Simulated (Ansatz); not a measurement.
Input and output of a self-consistent single point for Cl (Cm, 4 atoms in the cell) (Ansatz, an electronic-structure program)

Level of theory: PBEsol, default PAW files made with PBE (plane waves; Ansatz).

Input:

Ansatz 0.2 input:
```yaml
# Cl
crystal:
  lattice:
    - [2.246720, -3.129360, 0.000000]
    - [2.246720, 3.129360, 0.000000]
    - [0.000000, 0.000000, 8.284780]
  atoms:
    - { symbol: Cl, position_ang: [3.940747, -0.000000, 7.481446] }
    - { symbol: Cl, position_ang: [2.799413, -0.000000, 3.289058] }
    - { symbol: Cl, position_ang: [1.694027, 0.000000, 4.995722] }
    - { symbol: Cl, position_ang: [0.552693, -0.000000, 0.853332] }
basis:
  ecutwfc: 420.0
kpoints:
  mp_grid: { grid: [7, 7, 3] }
hamiltonian:
  xc: pbesol
  pseudopotentials: { kind: paw }
scf:
  occupations: { method: fermi_dirac, width: 0.01 }
output:
  forces: true
  eigenvalues: true
  stress: true
```

Output (repeated stretches shortened):

```
WARN ansatz: RAYON_NUM_THREADS=1 ignored (pool sized by the plan → 1); use --threads N
Pseudopotentials: kind: paw
Pseudopotential: Cl, paw, valence charge 7
Crystal: 4 atoms, lattice volume = 116.497 Å³
Basis set: ecut = 420 eV, 2315 PW (Γ), exchange–correlation on 54×54×120 points (8 copies of the dense FFT grid, shifted against one another)
Bands: 18, of which v1, the nominal top of the filled ones, is band 14 counted from 1 (13 counted from 0)
Symmetry: 2 space group operations
Space group: Cm (ITA 8), of the structure as read, at distance tolerance 4.9e-5 Å
k-points: 44 of 147 (time reversal used)
PAW frozen core: Cl, regenerated for the run's functional, and the local potential with it
Initial density: superposition of atomic densities (neutral atoms: chi_scale 0, normalization atom), corrected by the library's trained network
Initial wavefunctions: pseudopotential atomic-orbital guess
Eigensolver: davidson
Functional: x = pbesol(κ = 0.804, μ = 0.12345679012345678), c = pbesol(β = 0.046)
SCF iter   1: F=—  HF=-4243.137821 eV  |F-HF|=—  |Δ(HF+E_count)|=         —  Δρ=3.39e-3  dr2=1.29e-2  ethr=1.77e-3  ⟨swp⟩=6.5  Hψ=4443  notcnv=0
all-band conjugate gradients solve this SCF's bands
preconditioner: auto → Resta (q_TF=auto, 2.151 Å⁻¹)
SCF iter   2: F=—  HF=-4243.136910 eV  |F-HF|=—  |Δ(HF+E_count)|=   9.11e-4  Δρ=1.69e-3  dr2=2.98e-3  ethr=4.60e-5  ⟨swp⟩=2.0  Hψ=1765  notcnv=0
SCF iter   3: F=—  HF=-4243.136921 eV  |F-HF|=—  |Δ(HF+E_count)|=   1.17e-5  Δρ=2.89e-4  dr2=1.02e-4  ethr=1.06e-5  ⟨swp⟩=2.8  Hψ=1518  notcnv=0
SCF iter   4: F=—  HF=-4243.136976 eV  |F-HF|=—  |Δ(HF+E_count)|=   5.45e-5  Δρ=1.04e-4  dr2=1.23e-5  ethr=3.64e-7  ⟨swp⟩=2.6  Hψ=1250  notcnv=0
SCF iter   5: F=—  HF=-4243.136990 eV  |F-HF|=—  |Δ(HF+E_count)|=   1.39e-5  Δρ=3.69e-5  dr2=2.73e-6  ethr=4.39e-8  ⟨swp⟩=2.0  Hψ=1246  notcnv=0
SCF iter   6: F=—  HF=-4243.136991 eV  |F-HF|=—  |Δ(HF+E_count)|=   1.01e-6  Δρ=1.27e-5  dr2=2.60e-7  ethr=9.74e-9  ⟨swp⟩=2.9  Hψ=1354  notcnv=0
SCF iter   7: F=-4243.136991 eV  HF=-4243.136991 eV  |F-HF|=4.27e-8  |Δ(HF+E_count)|=   2.26e-7  Δρ=3.45e-6  dr2=1.17e-8  ethr=3.57e-10  ⟨swp⟩=5.1  Hψ=3449  notcnv=0
SCF 1 converged in 7 iterations: F = -4243.136991 eV  dr2 = 1.17e-8
SCF converged after 7 iterations
Free energy (F): -4243.136991 eV
Harris-Foulkes:  -4243.136991 eV  (|F-HF|=4.27e-8)
Internal energy: -4243.136991 eV  (E = F + TS)
E sigma→0 (E₀):  -4243.136991 eV
Fermi energy:    1.570995 eV
--- Per-component energies (eV) ---
  E_band       = -150.427869
  E_kinetic    = 636.808871
  E_local      = -1126.229900  (includes V_loc(G=0)·N_el)
  E_nonlocal   = 116.474408
  E_hartree    = 344.665934
  E_xc         = -419.036884
  E_vxc        = -478.876180  (∫ρ·V_xc dr)
  E_paw        = -2565.900074  (= ΣΔE_a)
  E_vpaw       = 12.061946  (= ΣTr[D̂ρ^β])
  E_aug_tail   = 0.000382  (compensation charges beyond the density's cutoff)
  E_ewald      = -1230.233458
  E_core_change = 0.313728  (= ΣΔE_core)
  E_smearing   = -0.000000  (= −TS)
  E_closure    = -0.000000  (closes the sum)
  Σ components = -4243.136991   (vs F -4243.136991, Δ=0.00e0)
--- Forces (eV/Å), atoms counted from 1 ---
  atom   1  Cl    -0.08777732     0.00000000    -0.29273766
  atom   2  Cl    -0.26390852     0.00000000     0.32042056
  atom   3  Cl     0.26482810     0.00000000    -0.31534069
  atom   4  Cl     0.08686602     0.00000000     0.28765803
  max |Σ_I F_I| component: 8.28e-6 eV/Å
--- Stress (GPa, compression-positive) ---
       -0.934529       0.000000       0.929310
        0.000000       0.196336       0.000000
        0.929310       0.000000      -1.398719
  P = ⅓ Tr σ = -0.7123 GPa (-7.123 kbar)
  The stress holds the Pulay correction. Without it, at fixed plane waves, as pw.x and ABINIT print it: P = -0.7146 GPa
--- Band table (eV; the first three rows and the last of 44) ---
  k-point 0: bands = ["-16.3490", "-15.9579", "-12.2251", "-11.6602", "-5.0154", "-4.1142", "-2.3189", "-2.1045", "-1.9030", "-1.7036", "-0.3009", "0.0569", "0.2737", "0.3682", "2.7628", "3.4871", "7.0753", "7.5727"]
  k-point 1: bands = ["-16.3319", "-15.9818", "-12.0884", "-11.8020", "-4.8255", "-4.3686", "-2.2208", "-2.0243", "-1.9028", "-1.7040", "-0.2862", "-0.0955", "0.2970", "0.3443", "2.8498", "3.2746", "7.3902", "7.6801"]
  k-point 2: bands = ["-16.3188", "-15.9361", "-12.1970", "-11.6900", "-5.0041", "-4.1645", "-2.4722", "-2.2773", "-2.0185", "-1.8201", "-0.1767", "0.1104", "0.2301", "0.3194", "2.7785", "3.4565", "7.4647", "7.8397"]
  k-point 43: bands = ["-16.1365", "-15.7875", "-11.9550", "-11.7655", "-4.7195", "-4.4369", "-3.3564", "-3.0580", "-2.5586", "-2.3583", "-0.4692", "-0.2811", "-0.1419", "0.1496", "2.8401", "3.1392", "8.9707", "9.0287"]
```

The run converged in 7 iterations.

The starting cell has typed, rounded lattice constants, without a prior relaxation at this level. Its lattice was rescaled by up to half a per cent. One atom was moved a little off its site on purpose. Ansatz's pressure includes its estimate of the finite-basis (Pulay) stress.
